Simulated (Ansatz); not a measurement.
**NiO in the rock salt structure (space group Fm-3m, No. 225; ferromagnetic)**

```cif
data_Ni4O4
_chemical_formula_sum 'O4 Ni4'
_space_group_name_H-M_alt 'Fm-3m'
_space_group_IT_number 225
_space_group_name_Hall '-F 4 2 3'
_cell_length_a 4.21590
_cell_length_b 4.21590
_cell_length_c 4.21590
_cell_angle_alpha 90.000
_cell_angle_beta 90.000
_cell_angle_gamma 90.000
loop_
_atom_site_label
_atom_site_type_symbol
_atom_site_symmetry_multiplicity
_atom_site_Wyckoff_symbol
_atom_site_fract_x
_atom_site_fract_y
_atom_site_fract_z
_atom_site_occupancy
O1 O 4 a 0.00000 0.00000 0.00000 1
Ni1 Ni 4 b 0.50000 0.50000 0.50000 1
```
(The calculation used a cell of 2 atoms; values per cell refer to that cell.)

All numbers come from PBE, PAW, 420 eV (Ansatz, an electronic-structure program; no spin-orbit coupling). k-mesh 19×19×19 (Γ-centred); smearing 0.05 eV (Fermi–Dirac).

```yaml
volume_per_atom: 9.37 Å³
density: 6.62 g/cm³
band_gap: zero
magnetic_state: ferromagnetic
total_energy: -3202.839 eV/atom (σ→0; compares only within this code and set-up)
```

Stability against distortions was not tested. No Hubbard U is applied and the magnetic state is the run's own (NiO ferromagnetic); small cells can't hold the antiferromagnetic order that many such compounds have, so gaps and moments can be off. In its common phase, real NiO is an antiferromagnetic insulator at low temperature.
